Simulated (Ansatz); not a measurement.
**Carrier properties of BN under load (space group F-43m)**

```yaml
crystal:
  lattice:
    - [0.00000, 1.85242, 1.85242]
    - [1.85242, 0.00000, 1.85242]
    - [1.85242, 1.85242, 0.00000]
  atoms:
    - { symbol: B, position: [0.00000, 0.00000, 0.00000] }
    - { symbol: N, position: [0.25000, 0.25000, 0.25000] }
```

Level of theory: PBE, rigid bands (plane waves, PAW, scalar-relativistic; Ansatz, an electronic-structure program). Condition of this run: hydrostatic pressure of -27 GPa (compression positive) (the target of the relaxation). How the cell was made: cell and atoms relaxed with PBEsol, then loaded as said.

The band gap is 4.39 eV, the electron conductivity mass (300 K, dilute) comes out as 0.40 mₑ and the hole conductivity mass (300 K, dilute) is 0.71 mₑ. The effective density of states N_c (300 K) comes out as 2.2e19 cm⁻³, the effective density of states N_v (300 K) is 8.9e19 cm⁻³ and the density-of-states mass, electrons is 0.93 mₑ. The density-of-states mass, holes is 2.3 mₑ, the Seebeck coefficient, n-type 1e19 cm⁻³, 300 K is -289 μV/K and the best n-type power factor at 300 K for τ = 10 fs (best axis; densities from 1e16 to 1e21 cm⁻³ tried, whether or not they can be reached) comes out as 9.4 μW/(cm·K²) at 1e20 cm⁻³. The Seebeck coefficient, p-type 1e19 cm⁻³, 300 K is 400 μV/K and the best p-type power factor at 300 K for τ = 10 fs (best axis; densities from 1e16 to 1e21 cm⁻³ tried, whether or not they can be reached) comes out as 19.8 μW/(cm·K²) at 3e20 cm⁻³.

Rigid bands; masses and Seebeck coefficients take one relaxation time τ for all states and one kind of carrier; polarons and phonon drag are left out. Spin-orbit coupling is left out. Geometry: cell and atoms relaxed with PBEsol.
